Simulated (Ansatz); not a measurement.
V_B+Si_B in zinc-blende BN: one set of geometries, relaxed with PBE, evaluated in Ansatz (PAW, plane waves to 420 eV, 500 eV under r2SCAN) with PBE, r2SCAN.

Set-up: 64-site cell; 2×2×2 shifted k-points; start: the B site; B 2.56 Å away; energies good to tenths of an eV; relaxed from one start, so a lower configuration may exist; flagged in the runs: a doubtful potential alignment, a strain field that reaches the edge of the cell.

| quantity | PBE | r2SCAN |
|---|---|---|
| host gap (eV) | 4.46 | 4.99 |
| neutral formation energy against alpha boron, silicon (eV) | 8.72 | 8.67 |
| largest moment on one atom at charge 0 (μB) | 0.34 | 0.41 |

PBE narrows the gap by 0.53 eV against r2SCAN, the highest level run.

Ansatz is a quantum-chemistry and plane-wave program.
